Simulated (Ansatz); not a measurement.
Start from SiO₂ in the rutile structure (space group P4_2/mnm, No. 136; a = 4.236 Å, c = 2.690 Å).

The values are results of DFT with PBE, PAW potentials and a 420 eV plane-wave cutoff in Ansatz (a first-principles code), no spin-orbit coupling, earlier PAW set, not measurements.

Base values:

The gap between the host's bands is 5.05 eV.

One thing is altered: hole doping at 3.0×10^21 cm⁻³ (0.145 per cell), with a uniform compensating background at fixed cell and a 300 K Fermi–Dirac width.

Q: What happens to the gap between the host's bands?

A: The gap between the host's bands grows by 0.06 eV to 5.11 eV.

Q: Estimate the effect on the Fermi level from band edge.

A: The Fermi level relative to the doped band's edge (positive inside the band; to 0.05 eV) is +0.45 eV.

Carriers are added with a uniform compensating background; total energy and stress of such cells depend on the potential's zero and are not compared; many-body gap narrowing is missing at this level. Whether these cells are dynamically stable was not tested.
